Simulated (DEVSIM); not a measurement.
System: abrupt Si p-n junction, at 350 K.

```
layer (left to right)  material  thickness (μm)  Nd (cm⁻³)  Na (cm⁻³)  τn (s)  τp (s)
---------------------  --------  --------------  ---------  ---------  ------  ------
1                            Si           0.710          -     2.1e15  9.7e-5  9.7e-5
2                            Si           0.940     3.3e17          -  9.7e-5  9.7e-5
```

Left contact: ohmic. Right contact: ohmic. Voltage is applied to the left contact. Recombination: SRH at mid-gap, radiative, Auger. Mobility is μmin + (μ − μmin)/(1 + (N/Nref)^α).

Constants are typed, rounded textbook-type inputs, not results; the design itself was drawn at random and stands for no fabricated device. Values at 300 K; Nc and Nv go as T^1.5, mobilities as T to minus their exponent, the gap by Varshni's rule with the affinity fixed.

| parameter | Si |
|---|---|
| gap (eV) | 1.124 |
| affinity (eV) | 4.05 |
| permittivity | 11.7 |
| Nc (cm⁻³) | 2.86e19 |
| Nv (cm⁻³) | 3.1e19 |
| μn (cm²/Vs) | 1417 |
| μp (cm²/Vs) | 470 |
| μn,min | 52 |
| μp,min | 45 |
| Nref,n | 9.7e16 |
| Nref,p | 2.2e17 |
| αn | 0.68 |
| αp | 0.72 |
| T exponent of μn | 2.3 |
| T exponent of μp | 2.2 |
| B (cm³/s) | 4.7e-15 |
| Cn (cm⁶/s) | 2.8e-31 |
| Cp (cm⁶/s) | 9.9e-32 |
| Varshni α (eV/K) | 0.000473 |
| Varshni β (K) | 636 |

Model (solved in DEVSIM): 1D drift-diffusion, Boltzmann statistics, complete ionisation; no tunnelling, impact ionisation, image-force lowering or self-heating.

The doping Na of layer 1 was swept, all else fixed.

```
doping Na of layer 1 (cm^-3)  potential step across the device at zero bias (V)  dark forward voltage at 100 A/cm² (V)  largest field in the device at zero bias (V/cm)  dark forward voltage at 1 A/cm² (V)
----------------------------  -------------------------------------------------  -------------------------------------  -----------------------------------------------  -----------------------------------
6.3e13                                                                    0.567                                  0.422                                            34000                                0.206
2.1e14                                                                    0.603                                  0.452                                            34000                                0.247
6.3e14                                                                    0.636                                  0.480                                            35000                                0.293
2.1e15                                                                    0.673                                  0.513                                            37000                                0.352
6.3e15                                                                    0.706                                  0.546                                            45000                                0.397
2.1e16                                                                    0.742                                  0.586                                            67000                                0.443
6.3e16                                                                    0.775                                    ___                                              ___                                  ___
```

Question: Fill in the missing entries.

Answer: 
- 6.3e16, dark forward voltage at 100 A/cm² (V): 0.626
- 6.3e16, largest field in the device at zero bias (V/cm): 110000
- 6.3e16, dark forward voltage at 1 A/cm² (V): 0.485
